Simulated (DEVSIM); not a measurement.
Structure: W/La2O3/SiO2/p-Si capacitor, at 250 K.

| layer (left to right) | material | thickness (nm) | Na (cm⁻³) |
|---|---|---|---|
| 1 | La2O3 | 25.0 | - |
| 2 | SiO2 | 0.610 | - |
| 3 | Si | 3200 | 3.3e16 |

Metal gate on the left, work function 4.6 eV. Fixed charge at the semiconductor interface -9.1e10 cm⁻² (in units of +e); interface traps 1.3e11 cm⁻² eV⁻¹, uniform in energy, neutral level at 0.7 of the gap above the valence band.

Constants are typed, rounded textbook-type inputs, not results; the design itself was drawn at random and stands for no fabricated device. Values at 300 K; Nc and Nv go as T^1.5, mobilities as T to minus their exponent, the gap by Varshni's rule with the affinity fixed.

```csv
parameter,La2O3,SiO2,Si
gap (eV),5.8,9,1.124
affinity (eV),1.8,0.9,4.05
permittivity,27,3.9,11.7
Nc (cm⁻³),-,-,2.86e19
Nv (cm⁻³),-,-,3.1e19
Varshni α (eV/K),-,-,0.000473
Varshni β (K),-,-,636
```

Model (solved in DEVSIM): 1D Poisson equation in equilibrium, Boltzmann statistics, complete ionisation; no quantum confinement or tunnelling. Metal contacts follow the ideal Schottky-Mott rule: no Fermi-level pinning, no interface dipoles.

Base results: flat-band voltage (V) -0.44; minimum of the low-frequency capacitance (μF/cm²) 0.0759; threshold voltage (band bending 2φF) (V) 0.55.

Problem. What follows from this one change: interface trap density 1.3e+11 → 1e+10 cm^-2 eV^-1?

Solution. flat-band voltage -0.44 → -0.43 V; minimum of the low-frequency capacitance 0.0759 → 0.0596 μF/cm²; threshold voltage (band bending 2φF) little changed (0.55 V).

Problem. What follows from this one change: gate work function 4.6 → 4.9 eV?

Solution. flat-band voltage -0.44 → -0.14 V; minimum of the low-frequency capacitance little changed (0.0759 μF/cm²); threshold voltage (band bending 2φF) 0.55 → 0.85 V.

Problem. What follows from this one change: temperature 250 → 300 K?

Solution. flat-band voltage -0.44 → -0.39 V; minimum of the low-frequency capacitance 0.0759 → 0.0789 μF/cm²; threshold voltage (band bending 2φF) 0.55 → 0.51 V.
